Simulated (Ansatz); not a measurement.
Levels about the gap of amorphous Si30N41Li3 (74 atoms in a cell of 849 Å³, 2.81 g/cm³; zone centre alone, so wide bands show as single levels with stretches between that a denser mesh fills), at the geometry that PBE relaxed, where it gives 0.1 GPa on a denser mesh. The participation number counts the atoms over which a state spreads; weights are charges in smoothed Voronoi cells. The levels come from a single point, so bond lengths are those of that geometry. Method of the levels: PBE, scalar-relativistic without spin-orbit coupling (Ansatz, an electronic-structure program). Sampling: the zone centre alone; Fermi-Dirac width 0.02 eV; no spin polarisation. At PBE the levels at both edges of the gap are localised (band-tail or defect states), and the nearest spread-out levels lie 3.3 eV apart at the zone centre.

It comes from a melt-quench run on a machine-learned potential (CHGNet), relaxed afterwards by DFT. N atoms were pushed apart under 1.9 Å during the dynamics, to hinder bonds among them. The hot cell started wider than the set density and was brought back towards it in steps. It is the lowest in DFT energy of 2 quenches. It is a model cell: composition and starting density were chosen by hand, and all elements were melted together. No dispersion term was used. Its density started from a set value of 2.92 and ended at 2.81 g/cm³. Cooling (nominally 300 K/ps over its main leg) ran many orders faster than in experiment, which tends to leave more defects and strain. A cell of this size samples the disorder only roughly. Volume and shape were free in the relaxation.

```csv
"E - E(highest filled), eV",filling,participation number,largest on,weight N,weight Si,weight Li
-0.66,filled,21.3,"N, 4 neighbours",0.88,0.10,0.02
-0.61,filled,15.4,"N, 3 neighbours",0.89,0.10,0.01
-0.52,filled,19.7,"N, 3 neighbours",0.88,0.11,0.01
-0.28,filled,12.6,"N, 3 neighbours",0.90,0.09,0.01
-0.24,filled,11.4,"N, 4 neighbours",0.88,0.09,0.03
-0.13,filled,13.2,"N, 3 neighbours",0.89,0.10,0.01
0.00,filled,10.9,"N, 3 neighbours",0.89,0.10,0.01
2.34,empty,6.2,"Si, 3 neighbours",0.46,0.52,0.02
2.78,empty,18.6,"Si, 4 neighbours",0.46,0.51,0.03
3.13,empty,26.0,"Si, 5 neighbours",0.43,0.56,0.01
3.41,empty,35.2,"Si, 4 neighbours",0.45,0.54,0.01
3.65,empty,27.7,"Si, 3 neighbours",0.44,0.52,0.03
3.86,empty,36.5,"Si, 3 neighbours",0.45,0.49,0.06
4.10,empty,42.9,"Si, 4 neighbours",0.45,0.51,0.03
```

Most localised among these is the empty level at +2.34 eV, on a Si atom, which has 3 neighbours (N 1.65 Å, N 1.67 Å, N 1.72 Å).
